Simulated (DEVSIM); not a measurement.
Structure: Au/SiO2/p-Si capacitor, at 300 K.

```csv
layer (left to right),material,thickness (nm),Na (cm⁻³)
1,SiO2,32.0,-
2,Si,1200,2.3e17
```

Metal gate on the left, work function 5.1 eV. Fixed charge at the semiconductor interface 2.6e10 cm⁻² (in units of +e); no interface traps.

The device is made up for the run: typed textbook-type constants, with dimensions and the other settings drawn at random. Values at 300 K; Nc and Nv go as T^1.5, mobilities as T to minus their exponent, the gap by Varshni's rule with the affinity fixed.

```tsv
parameter	SiO2	Si
gap (eV)	9	1.124
affinity (eV)	0.9	4.05
permittivity	3.9	11.7
Nc (cm⁻³)	-	2.86e19
Nv (cm⁻³)	-	3.1e19
Varshni α (eV/K)	-	0.000473
Varshni β (K)	-	636
```

DEVSIM, 1D Poisson equation in equilibrium, Boltzmann statistics, complete ionisation; no quantum confinement or tunnelling. Metal contacts follow the ideal Schottky-Mott rule: no Fermi-level pinning, no interface dipoles.

The temperature was swept, all else fixed.

| temperature (K) | flat-band voltage (V) | minimum of the low-frequency capacitance (μF/cm²) |
|---|---|---|
| 250 | -0.02 | 0.0638 |
| 300 | 0.01 | 0.0650 |
| 350 | 0.06 | 0.0666 |
| 400 | 0.10 | 0.0686 |
| 450 | 0.14 | 0.0708 |
| 500 | 0.19 | 0.0734 |

From the first row to the last the flat-band voltage goes from -0.02 to 0.19. From the first row to the last the minimum of the low-frequency capacitance goes from 0.0638 to 0.0734.
